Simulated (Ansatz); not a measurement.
Base system: BaB₆ (space group Pm-3m, No. 221).

```cif
data_B6Ba
_chemical_formula_sum 'Ba1 B6'
_space_group_name_H-M_alt 'P 1'
_space_group_IT_number 1
_cell_length_a 4.24130
_cell_length_b 4.24130
_cell_length_c 4.24130
_cell_angle_alpha 90.000
_cell_angle_beta 90.000
_cell_angle_gamma 90.000
loop_
_space_group_symop_operation_xyz
  'x, y, z'
loop_
_atom_site_label
_atom_site_type_symbol
_atom_site_fract_x
_atom_site_fract_y
_atom_site_fract_z
_atom_site_occupancy
Ba1 Ba 0.00000 0.00000 0.00000 1
B1 B 0.20461 0.50000 0.50000 1
B2 B 0.79539 0.50000 0.50000 1
B3 B 0.50000 0.20461 0.50000 1
B4 B 0.50000 0.79539 0.50000 1
B5 B 0.50000 0.50000 0.20461 1
B6 B 0.50000 0.50000 0.79539 1
```

Level of theory: Ansatz (a program for electronic structure) PBEsol, no spin-orbit coupling.

One change was made to it. Results:

```csv
quantity,base,after
lattice parameter a,4.241 Å,4.238 Å
band gap,zero,zero
```

Task: What was done to the base?
(A) pressure 7.5 GPa
(B) pressure 1.5 GPa
(C) pressure 0.3 GPa
(D) pressure −2 GPa
(E) pressure −1 GPa

Result: C, pressure 0.3 GPa. For comparison, the lattice parameter a in the other runs: pressure 1.5 GPa gives 4.227 Å; pressure −1 GPa gives 4.251 Å; pressure 7.5 GPa gives 4.177 Å; pressure −2 GPa gives 4.261 Å.

A case with no gap was solved on a k-mesh chosen for an insulator, which is coarse for it. Load acts through the strain it causes; cell and atoms are relaxed under it. Stability against distortions was not tested. Competing high-pressure phases were not computed. All final runs are without spin polarisation. Gaps under 0.05 eV, about the width of the smearing, are given as zero. The zero or small gap of BaB6 can change with the level of theory.
